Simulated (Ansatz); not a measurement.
Worked example: self-consistent single point of Cr (Im-3m, 1 atom in the cell) in Ansatz (a quantum-chemistry and plane-wave program).

Method of the run: LDA (PW92), default PAW files made with PBE (plane waves; Ansatz).

```
Cr
1.0
   -1.45440     1.45440     1.45440
    1.45440    -1.45440     1.45440
    1.45440     1.45440    -1.45440
Cr
1
Direct
  0.00000   0.00000   0.00000
```
Moments meant for the start (each program seeds them in its own way; μB, in the order of the atoms Cr): 3.0.

Reference input (self-consistent single point, DFT, PBE, plane waves, default PAW files): kpoints.mp_grid.grid = 16 16 16; hamiltonian.xc = pbe; hamiltonian.pseudopotentials = {kind: paw} (the program's default PAW files); magnetization.spin_polarized = true; scf.occupations.method = gaussian; scf.occupations.width = 0.2 eV. This run's input differs from it in these lines:

Ansatz 0.2 input:
```diff
@@ -11,3 +11,3 @@
 hamiltonian:
-  xc: pbe
+  xc: lda
   pseudopotentials: { kind: paw }
```

The program printed (abridged):

```
SCF iter   1: F=—  HF=-3326.547252 eV  |F-HF|=—  |Δ(HF+E_count)|=         —  Δρ=3.47e-1 (↑3.47e-1 ↓1.46e-1)  dr2=6.28e0  dr2_m=6.26e0  M=0.093 μB ∫|m|=0.102 μB  β_m=0.30  ethr=3.10e-3  ⟨swp⟩=4.0  Hψ=17550  notcnv=0
Mixer restart at iter 1: flushing history
all-band conjugate gradients solve this SCF's bands
preconditioner: auto → none
   [... lines left out ...]
SCF iter   8: F=—  HF=-3322.926483 eV  |F-HF|=—  |Δ(HF+E_count)|=   3.18e-9  Δρ=1.27e-6 (↑1.27e-6 ↓1.14e-6)  dr2=4.19e-11  dr2_m=1.23e-10  M=0.000 μB ∫|m|=0.000 μB  β_m=0.94  ethr=9.09e-11  ⟨swp⟩=2.6  Hψ=5525  notcnv=0  defer=278
SCF iter   9: F=-3322.926483 eV  HF=-3322.926483 eV  |F-HF|=0.00e0  |Δ(HF+E_count)|=  5.28e-11  Δρ=7.47e-8 (↑7.29e-8 ↓7.47e-8)  dr2=8.14e-13  dr2_m=5.07e-14  M=-0.000 μB ∫|m|=0.000 μB  ethr=1.00e-12  ⟨swp⟩=4.3  Hψ=13506  notcnv=0
SCF 1 converged in 9 iterations: F = -3322.926483 eV  dr2 = 8.14e-13
WARN: the starting moments were not kept: the SCF closed with an absolute magnetisation of 9.4e-8 μB, where they sum to 3 μB in size (1 site) …
Magnetization: -0.0000 μB (7.0000 up, 7.0000 down)
   [... lines left out ...]
Absolute magnetization: 0.0000 μB (∫|ρ↑−ρ↓|, with the PAW one-centre terms)
Free energy (F): -3322.926483 eV
Fermi energy:    17.672007 eV
   [... lines left out ...]
--- Forces (eV/Å), atoms counted from 1 ---
  atom   1  Cr     0.00000000    -0.00000000     0.00000000
--- Stress (GPa, compression-positive) ---
      -29.102250       0.000000       0.000000
        0.000000     -29.102250      -0.000000
        0.000000      -0.000000     -29.102250
  P = ⅓ Tr σ = -29.1023 GPa (-291.023 kbar)
  The stress holds the Pulay correction. Without it, at fixed plane waves, as pw.x and ABINIT print it: P = -29.2553 GPa
```

The run converged in 9 iterations. Against the reference run the pressure goes from -14.25 to -29.10 GPa.

The starting cell was generated: these elements placed on a structure prototype, without a prior relaxation; it need not be a known phase or ordering of this composition. Its lattice was rescaled by a random factor within 2.5 % of one. The starting moments vanished: the run ended non-magnetic, which need not be the lowest state. The program warned that a starting moment was not kept. With a pressure of about -29 GPa the cell is away from its equilibrium volume at this level. Ansatz's pressure includes its estimate of the finite-basis (Pulay) stress.
